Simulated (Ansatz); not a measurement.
KCSN (Pbcm, No. 57) was calculated with r²SCAN (plane waves, PAW; Ansatz, a first-principles code).

Settings: plane-wave cutoff 560 eV, 6×6×6 k mesh, Fermi–Dirac smearing 0.01 eV, scalar-relativistic PAW data made under PBE.

The volume scan:

```
V (Å³/atom)  E − E_lowest (meV/atom)
-----------  -----------------------
20.128                          2.05
20.547                          0.49
20.967                          0.00
21.386                          0.45
21.805                          1.73
```

Task: Fit the third-order Birch–Murnaghan equation and give B0 and B′.

Result: V0 = 20.966 Å³/atom, B0 = 18.0 GPa, B′ = 5.3 (fit to the energies at full precision).

Shape and atoms are relaxed at each volume.

Note: the bulk modulus comes from volumes at which shape and atoms were relaxed.

The computed numbers hold no vibrational or temperature effects.
